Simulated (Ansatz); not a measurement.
Amorphous Si₂₄O₅₃Ta₂, 79 atoms at 2.65 g/cm³, one PBE-relaxed geometry, zone centre. Methods: PBE, scalar-relativistic without spin-orbit coupling (Ansatz, an electronic-structure program); r2SCAN, scalar-relativistic without spin-orbit coupling (Ansatz); HSE06, scalar-relativistic without spin-orbit coupling (Ansatz). Plane waves to 420 eV (r2SCAN 500 eV); exact exchange is cut at the cell's faces. At PBE the levels at both edges of the gap are localised (band-tail or defect states), and the nearest spread-out levels lie 5.2 eV apart at the zone centre. All rungs ran without spin polarisation.

A CHGNet melt-quench gave the starting glass, which DFT then relaxed. O atoms were pushed apart under 1.9 Å during the dynamics, to hinder bonds among them. The hot cell started wider than the set density and was brought back towards it in steps. It is the lowest in DFT energy of 2 quenches. It is a model cell: composition and starting density were chosen by hand, and all elements were melted together. No dispersion term was used. Its density started from a set value of 2.65 and ended at 2.65 g/cm³. The simulated quench (nominally 400 K/ps over its main leg) is rapid and tends to freeze in more defects than a deposited or slowly cooled glass has. One small periodic cell is one sample of the glass; other quenches scatter about these values. The volume was held where the preparation left it and the shape relaxed, at a PBE pressure of -0.7 GPa (tension). Stress components on the final sampling reach 0.7 GPa.

The relaxation ran on the zone centre alone. At PBE the gap between localised states is 4.14 eV on a 2×2×2 Γ-centred mesh, and the spacing at the zone centre alone 4.17 eV.

Q: What zone-centre spacing does r2SCAN give, roughly?

A: 4.67 eV (+0.50 eV against PBE).

Q: What zone-centre spacing does HSE06 give, roughly?

A: 5.87 eV (+1.70 eV against PBE).

The highest filled and the lowest empty state spread over these numbers of atoms (participation numbers): PBE: 8.6 and 3.0; r2SCAN: 6.6 and 2.7; HSE06: 6.6 and 3.0.
